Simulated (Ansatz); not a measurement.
Bulk modulus of GaGe2N (model structure, started from the BC2N type, R3m, No. 160, 4 atoms in the cell) at several levels of theory

No measured value is used here.

```csv
level (code),value (GPa),cell (Å³/atom)
PBE (Ansatz),67.1,18.13
PBEsol (Ansatz),[?],17.23
r²SCAN (Ansatz),80.3,17.41
```

Problem. What belongs in the gaps?

Solution. 
- PBEsol (Ansatz, a first-principles code), value (GPa): 77.4

PBE, PBEsol, r²SCAN: the bulk modulus is −V dP/dV from two relaxed cells at ±2 % in volume. Each level is taken at its own relaxed cell. Cutoffs differ between the levels. Ansatz's density-functional and Hartree–Fock values are scalar-relativistic unless marked +SOC, with PAW data made under PBE.

A model structure was made by putting elements into a prototype or built by hand; it is no filed structure, need not be a known phase, and can be a saddle point held by its symmetry.
